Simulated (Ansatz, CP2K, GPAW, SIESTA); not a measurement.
# Code comparison for LiF (Fm-3m, 2 atoms in the cell)

Band-structure calculation.

```yaml
crystal:
  lattice:
    - [0.00000, 2.01803, 2.01803]
    - [2.01803, 0.00000, 2.01803]
    - [2.01803, 2.01803, 0.00000]
  atoms:
    - { symbol: Li, position: [0.00000, 0.00000, 0.00000] }
    - { symbol: F, position: [0.50000, 0.50000, 0.50000] }
```

Shared settings, as Ansatz (a quantum-chemistry and plane-wave program) writes them: kpoints.mp_grid.grid = 9 9 9; scf.occupations.method = fixed. Potentials and cutoffs stand in the table.

```
code                                                                                                                      model  gap along the path (eV)  smallest direct gap (eV)       cutoff
------  -----------------------------------------------------------------------------------------------------------------------  -----------------------  ------------------------  -----------
SIESTA  GGA PBE, numerical atomic orbitals TZP, PseudoDojo PBE standard norm-conserving potentials (rewritten from UPF to PSML)                     8.98                      8.99  grid 400 Ry
GPAW                                                                               PBE, GPAW PAW datasets PBE (gpaw-data 1.0.1)                     9.02                      9.02       950 eV
Ansatz                                                                                                           PBE, PAW files                     9.04                      9.04       420 eV
CP2K                                                    PBE, GPW, DZVP-MOLOPT-SR-GTH basis, GTH-PBE potentials (GTH_POTENTIALS)                     9.00                      9.00  grid 550 Ry
```

The spread over the programs that give each value: gap along the path within 0.06 eV; smallest direct gap within 0.05 eV.

SIESTA and CP2K use small atom-centred bases, whose incompleteness enters pressures, forces and empty levels differently from a plane-wave cutoff.

The starting cell comes from a database of computed structures (which also holds hypothetical and non-ambient phases and stackings), without a prior relaxation at this level. Its lattice was rescaled by a random factor within 2.5 % of one.

Left out of this page: Quantum ESPRESSO, Elk and FLEUR (not drawn, or without a comparable value); ABINIT (with a known weakness of the program).

Keys are those of Ansatz 0.2.
